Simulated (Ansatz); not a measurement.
We consider SiSe2 (Ibam, No. 72, 6 atoms in the cell; start mp-1179443), described by HSE06 in Ansatz (plane waves, PAW).

Run with plane-wave cutoff 460 eV, 6×6×6 k mesh, Fermi–Dirac smearing 0.01 eV, scalar-relativistic PAW data made under PBE.

Cell (relaxed with PBEsol):

```cif
data_Se8Si4
_chemical_formula_sum 'Si4 Se8'
_space_group_name_H-M_alt 'Ibam'
_space_group_IT_number 72
_space_group_name_Hall '-I 2 2c'
_cell_length_a 6.30492
_cell_length_b 9.29285
_cell_length_c 5.85580
_cell_angle_alpha 90.000
_cell_angle_beta 90.000
_cell_angle_gamma 90.000
loop_
_space_group_symop_operation_xyz
  'x, y, z'
  '-x, -y, -z'
  '-x, -y, z'
  'x, y, -z'
  'x, -y, -z+1/2'
  '-x, y, z+1/2'
  '-x, y, -z+1/2'
  'x, -y, z+1/2'
  'x+1/2, y+1/2, z+1/2'
  '-x+1/2, -y+1/2, -z+1/2'
  '-x+1/2, -y+1/2, z+1/2'
  'x+1/2, y+1/2, -z+1/2'
  'x+1/2, -y+1/2, -z'
  '-x+1/2, y+1/2, z'
  '-x+1/2, y+1/2, -z'
  'x+1/2, -y+1/2, z'
loop_
_atom_site_label
_atom_site_type_symbol
_atom_site_symmetry_multiplicity
_atom_site_Wyckoff_symbol
_atom_site_fract_x
_atom_site_fract_y
_atom_site_fract_z
_atom_site_occupancy
Si1 Si 4 a 0.00000 0.00000 0.25000 1
Se1 Se 8 j 0.20511 0.12836 0.00000 1
```
(The calculation used a cell of 6 atoms; values per cell refer to that cell.)

Question: Estimate the band gap, smallest direct gap on the k points sampled and Γ–Γ gap that the calculation returns.

Answer: 
- band gap: 2.65 eV (on the SCF k mesh) (indirect)
- smallest direct gap on the k points sampled: 2.71 eV
- Γ–Γ gap: 4.22 eV

Note: cell and atoms aren't relaxed at this level.

Spin–orbit coupling is not included.

The result took around 18 core-minutes (rough).

A start named mp-… is a Materials Project structure, which need not be a measured phase.

Ansatz is a quantum-chemistry and plane-wave program.
